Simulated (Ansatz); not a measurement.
The band gap in a series of structures.

Cell A: Bi2Te3 (R-3m), 5 atoms in the cell, k-point mesh 10×10×10 on the run's own vectors.
```yaml
crystal:
  lattice:
    - [-2.20039, 3.81119, 0.00000]
    - [-4.40079, 0.00000, 0.00000]
    - [-2.20039, 1.27040, 10.54885]
  atoms:
    - { symbol: Bi, position: [0.60207, 0.60207, 0.19378] }
    - { symbol: Bi, position: [0.39793, 0.39793, 0.80622] }
    - { symbol: Te, position: [0.78524, 0.78524, 0.64429] }
    - { symbol: Te, position: [0.21476, 0.21476, 0.35571] }
    - { symbol: Te, position: [0.00000, 0.00000, 0.00000] }
```

Cell B: Bi2Te2Se (R-3m), 5 atoms in the cell; this is a cell whose start was taken from, or built on, an entry of a structure database, and that this text hasn't matched to a measured one, k-point mesh 10×10×10 on the run's own vectors.
```
Bi2SeTe2
1.0
   -2.15460     3.73187     0.00000
   -4.30919     0.00000     0.00000
   -2.15460     1.24396    10.36611
Bi Te Se
2 2 1
Direct
  0.60714   0.60714   0.17858
  0.39286   0.39286   0.82142
  0.21747   0.21747   0.34758
  0.78253   0.78253   0.65242
  0.00000   0.00000   0.00000
```

Cell C: Bi2Se3 (R-3m), 5 atoms in the cell, k-point mesh 10×10×10 on the run's own vectors.
```
Bi2Se3
1.0
   -2.07448     3.59310     0.00000
   -4.14896     0.00000     0.00000
   -2.07448     1.19770     9.83245
Bi Se
2 3
Direct
  0.39896   0.39896   0.80311
  0.60104   0.60104   0.19689
  0.00000   0.00000   0.00000
  0.21519   0.21519   0.35442
  0.78481   0.78481   0.64558
```

Plane-wave PAW calculations with Ansatz (a program for electronic structure), its default PAW set, cutoff 420 eV. The structures are at rest with r2SCAN+D4; other levels are single points on them. HSE06 runs on coarser k-point meshes, which give the r2SCAN gaps of the finer ones within 0.03 eV. Neutral cells; Fermi-Dirac smearing of at most 0.05 eV in the solids, energies taken to zero width. The lattices are those relaxed with r2SCAN+D4, so at other levels the solids can be strained. Cells are local rest points, mostly with their start's symmetry. The runs are scalar-relativistic, without spin-orbit coupling. A dispersion term ran beside these levels; it doesn't touch the electrons. Gaps are highest filled to lowest empty Kohn-Sham level on the run's k-point mesh, states of defects and surfaces included; edges off the mesh make the true gap smaller, and under 0.08 eV counts as none; a gap is called direct where the least direct separation is within 0.02 eV of it.

**Question.** Predict the band gap (eV) of each cell with HSE06.

**Answer.** 
```
system  HSE06
------  -----
A        0.89
B        0.74
C        0.86
```

With HSE06 the value is lowest for B and highest for A.
